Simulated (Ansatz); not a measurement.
Ansatz (a program for electronic structure) run on Cs2O (Pn-3m, 6 atoms in the cell): self-consistent single point.

Method of the run: PBE, harder PAW files (source: ansatz) (plane waves; Ansatz).

```yaml
crystal:
  lattice:
    - [6.74302, 0.00000, 0.00000]
    - [0.00000, 6.74302, 0.00000]
    - [0.00000, 0.00000, 6.74302]
  atoms:
    - { symbol: Cs, position: [0.75000, 0.75000, 0.75000] }
    - { symbol: Cs, position: [0.75000, 0.25000, 0.25000] }
    - { symbol: Cs, position: [0.25000, 0.75000, 0.25000] }
    - { symbol: Cs, position: [0.25000, 0.25000, 0.75000] }
    - { symbol: O, position: [0.00000, 0.00000, 0.00000] }
    - { symbol: O, position: [0.50000, 0.50000, 0.50000] }
```

Reference input (self-consistent single point, DFT, PBE, plane waves, harder PAW files (source: ansatz)): basis.ecutwfc = 930 eV; kpoints.mp_grid.grid = 3 3 3; hamiltonian.xc = pbe; hamiltonian.pseudopotentials = {kind: paw, source: ansatz}; scf.occupations.method = gaussian; scf.occupations.width = 0.05 eV. This run's input differs from it in these lines:

Ansatz 0.2 input:
```diff
@@ -14,3 +14,3 @@
 basis:
-  ecutwfc: 930.0 eV
+  ecutwfc: 560.0 eV
 kpoints:
```

Log, with long lists cut:

```
SCF iter   1: F=—  HF=-23921.934891 eV  |F-HF|=—  |Δ(HF+E_count)|=         —  Δρ=1.17e-1  dr2=5.15e1  ethr=3.10e-3  ⟨swp⟩=25.0  Hψ=1388  notcnv=0
all-band conjugate gradients solve this SCF's bands
preconditioner: auto → Resta (q_TF=auto, 2.003 Å⁻¹)
SCF iter   2: F=—  HF=-23918.283214 eV  |F-HF|=—  |Δ(HF+E_count)|=    3.65e0  Δρ=1.84e-2  dr2=3.44e0  ethr=3.10e-3  ⟨swp⟩=7.5  Hψ=471  notcnv=0  defer=5
   [... lines left out ...]
SCF iter  10: F=—  HF=-23917.713626 eV  |F-HF|=—  |Δ(HF+E_count)|=   4.91e-5  Δρ=4.39e-5  dr2=4.94e-6  ethr=1.10e-6  ⟨swp⟩=4.5  Hψ=240  notcnv=0  defer=6
SCF iter  11: F=—  HF=-23917.713772 eV  |F-HF|=—  |Δ(HF+E_count)|=   1.46e-4  Δρ=1.77e-5  dr2=1.26e-6  ethr=1.03e-8  ⟨swp⟩=5.5  Hψ=351  notcnv=0  defer=5
SCF iter  12: F=—  HF=-23917.713771 eV  |F-HF|=—  |Δ(HF+E_count)|=   1.22e-7  Δρ=7.60e-6  dr2=2.25e-7  ethr=2.62e-9  ⟨swp⟩=2.5  Hψ=176  notcnv=0  defer=5
SCF iter  13: F=-23917.713771 eV  HF=-23917.713771 eV  |F-HF|=1.15e-9  |Δ(HF+E_count)|=   8.18e-9  Δρ=8.08e-7  dr2=1.60e-9  ethr=2.08e-10  ⟨swp⟩=26.0  Hψ=1038  notcnv=0
SCF 1 converged in 13 iterations: F = -23917.713771 eV  dr2 = 1.60e-9
Free energy (F): -23917.713771 eV
Internal energy: -23917.710851 eV  (E = F + TS)
E sigma→0 (E₀):  -23917.712311 eV
Entropy (-TS):   -0.002920 eV (-0.487 meV/atom)
Fermi energy:    3.743157 eV
--- Forces (eV/Å), atoms counted from 1 ---
  atom   1  Cs     0.00000000    -0.00000000    -0.00000000
   [... zero for the other atoms too ...]
--- Stress (GPa, compression-positive) ---
       -1.040857      -0.000000       0.000000
       -0.000000      -1.040857       0.000000
        0.000000       0.000000      -1.040857
  P = ⅓ Tr σ = -1.0409 GPa (-10.409 kbar)
  The stress holds the Pulay correction. Without it, at fixed plane waves, as pw.x and ABINIT print it: P = -2.5567 GPa
```

The run converged in 13 iterations. Against the reference run the free energy rises by 82.2 meV/atom and the pressure hardly changes (-1.05 to -1.04 GPa).

The starting cell was generated: these elements placed on a structure prototype, without a prior relaxation; it need not be a known phase or ordering of this composition. Its lattice was rescaled by a random factor within 2.5 % of one. Ansatz's pressure includes its estimate of the finite-basis (Pulay) stress. Without the estimate this run gives -2.56 GPa. The cutoff lies below the one recommended for these files. The run gives no clean gap (levels at the Fermi energy touch, overlap or are partly filled at this smearing), which alone does not show that the compound is a metal.
